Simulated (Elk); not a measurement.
Band structure of Ga3Hg (I4/mmm, 4 atoms in the cell).

```yaml
crystal:
  lattice:
    - [-2.12136, 2.12136, 4.64407]
    - [2.12136, -2.12136, 4.64407]
    - [2.12136, 2.12136, -4.64407]
  atoms:
    - { symbol: Ga, position: [0.75000, 0.25000, 0.50000] }
    - { symbol: Ga, position: [0.25000, 0.75000, 0.50000] }
    - { symbol: Ga, position: [0.50000, 0.50000, 0.00000] }
    - { symbol: Hg, position: [0.00000, 0.00000, 0.00000] }
```

Method: PBEsol, all-electron FP-LAPW, Elk's shipped species files, default APW+lo basis (Elk).

Settings: xctype = 22; swidth = 0.00499791 Ha; ngridk = 7 7 7; maxscl = 100.

The starting cell comes from a database of computed structures (which also holds hypothetical and non-ambient phases and stackings), without a prior relaxation at this level. Spin-orbit coupling is off. Values depend on the basis (sphere radii, cutoffs, local orbitals), which need not be converged.

Levels in eV from the Fermi level, bands 26 to 33:
```tsv
point	26	27	28	29	30	31	32	33
Γ	-2.58	-1.56	-0.06	0.49	0.49	0.71	0.71	2.49
X	-3.98	-3.63	-3.40	-3.13	1.25	1.58	2.33	2.54
Y	-5.17	-4.80	-1.81	-1.20	1.41	1.68	2.57	2.66
S	-6.27	-1.42	0.15	1.07	2.18	3.39	3.46	3.99
Z	-1.59	-1.59	-1.48	-0.79	4.26	4.26	4.35	4.76
S1	-6.27	-1.42	0.15	1.07	2.18	3.39	3.46	3.99
N	-4.21	-3.26	1.12	1.45	1.50	1.60	3.66	4.47
P	-4.80	-4.50	-1.33	-1.26	-1.18	-1.18	5.51	5.51
Y1	-5.17	-4.80	-1.81	-1.20	1.41	1.68	2.57	2.66
```

Bands cross the Fermi level along this path, so the cell is metallic at this level.
